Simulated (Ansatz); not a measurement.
The starting structures come from a database of crystals and need not be the phases stable at ambient conditions.

 Where the default PAW files enter, the runs use the earlier of Ansatz's two default sets.

Consider the following.

```xyz
16
Lattice="5.4915 0.0000 0.0000 -1.5691 5.2625 0.0000 1.6229 2.1774 6.3385" Properties=species:S:1:pos:R:3 pbc="T T T"
Ca     1.9711     5.1641     4.7539
Ca     3.5741     2.2758     1.5846
Ge     1.0613     4.1487     1.5846
Ge     4.4839     3.2912     4.7539
Ge     0.0000     0.0000     0.0000
Ge     0.8114     1.0887     3.1693
O      5.9363     3.5729     5.6968
O     -0.3911     3.8669     0.6417
O      4.6289     1.8188     3.8110
O      0.9163     5.6210     2.5276
O      2.4168     4.1238     0.4654
O      3.1284     3.3161     5.8732
O      1.4725     2.8568     2.7039
O      4.0727     4.5831     3.6346
O      0.1328     6.5342     4.7539
O      5.4124     0.9057     1.5846
```

Space group of this cell: C2/c. The cell is taken as given; by r2SCAN its mean pressure is -0.8 GPa.

Transport runs along the normal of the first two printed cell vectors.

No gap correction and no spin-orbit coupling; mid-gap values are interpolated between computed energies.

Problem. State the band gap and the smallest decay constant κ at mid-gap according to r2SCAN in Ansatz (a program for electronic structure).

Solution. Gap 3.42 eV on a 6×6×6 mesh; κ = 0.291 1/Å, at the zone centre.
